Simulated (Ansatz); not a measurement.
The starting structures come from a database of crystals and need not be the phases stable at ambient conditions.

 Where the default PAW files enter, the runs use the earlier of Ansatz's two default sets.

By PBEsol, the system below comes out a metal.

Without scattering a metal conducts by its projected Fermi surface.

Input:

```
Nb3Si2
1.0
    3.52141     0.00000     0.00000
    0.00000     6.74561     0.00000
    0.00000     0.00000     6.94798
Nb Si
6 4
Direct
  0.00000   0.50000   0.50000
  0.00000   0.00000   0.00000
  0.50000   0.17145   0.67145
  0.50000   0.82855   0.32855
  0.50000   0.67145   0.82855
  0.50000   0.32855   0.17145
  0.00000   0.62727   0.12727
  0.00000   0.37273   0.87273
  0.00000   0.12727   0.37273
  0.00000   0.87273   0.62727
```

Space group of this cell: Pbam. The cell is strained (lengths along the current scaled by 1.03, ions clamped); by PBEsol its mean pressure is -10.3 GPa.

The current flows along the normal of the first two printed cell vectors. No spin-orbit coupling; the value is a mean over 0.1 eV about the Fermi level.

Task: State the ballistic conductance per area according to PBEsol in Ansatz (a quantum-chemistry and plane-wave program).

Result: 0.66 × 10¹⁵ S/m² for both spins.
